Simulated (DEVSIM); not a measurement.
System: Al/SiO2/n-Ge capacitor, at 300 K.

Layer 1 from the left is SiO2, thickness (nm) 37.0. Layer 2 from the left is Ge, thickness (nm) 1200, Nd (cm⁻³) 2.5e17.

Metal gate on the left, work function 4.1 eV. Fixed charge at the semiconductor interface -1e11 cm⁻² (in units of +e); interface traps 1e10 cm⁻² eV⁻¹, uniform in energy, neutral level at 0.5 of the gap above the valence band.

The device is made up for the run: typed textbook-type constants, with dimensions and the other settings drawn at random. Values at 300 K.

SiO2: gap (eV) 9, affinity (eV) 0.9, permittivity 3.9. Ge: gap (eV) 0.664, affinity (eV) 4, permittivity 16, Nc (cm⁻³) 1.04e19, Nv (cm⁻³) 6e18.

Simulated with DEVSIM: 1D Poisson equation in equilibrium, Boltzmann statistics, complete ionisation; no quantum confinement or tunnelling. Metal contacts follow the ideal Schottky-Mott rule: no Fermi-level pinning, no interface dipoles.

Q: What does the simulation give for the flat-band voltage, the minimum of the low-frequency capacitance?

A: flat-band voltage 0.18 V; minimum of the low-frequency capacitance 0.0705 μF/cm².
